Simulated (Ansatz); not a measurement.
A hypothetical phase is included: elements placed on a structure type, which no database files for this compound.

Inside the gap of an insulator the Bloch states are evanescent, with a wavenumber k + iκ along the transport direction.

Given:

```
O2Si
1.0
    4.08843     0.00000     0.00000
    0.00000     4.50424     0.00000
    0.00000     0.00000     5.05293
Si O
4 8
Cartesian
  3.06632   3.21903   0.49492
  1.02211   0.96691   4.55801
  1.02211   3.21903   3.02139
  3.06632   0.96691   2.03155
  4.01379   3.98445   1.85587
  0.07464   1.73233   3.19707
  0.07464   3.98445   4.38233
  4.01379   1.73233   0.67060
  2.11885   0.20149   0.67060
  1.96957   2.45361   4.38233
  1.96957   0.20149   3.19707
  2.11885   2.45361   1.85587
```

The cell was relaxed by PBE-D3(BJ); by r2SCAN it stands under a pressure of -4.6 GPa.

Transport runs along the normal of the first two printed cell vectors.

The gap is the functional's own. No spin-orbit coupling. Mid-gap values are those at the computed energy nearest the middle.

Question: Give the band gap and the smallest decay constant κ at mid-gap that Ansatz (a program for electronic structure) with r2SCAN yields.

Answer: Gap 6.49 eV on a 8×8×6 mesh; κ = 0.411 1/Å, at the zone centre.
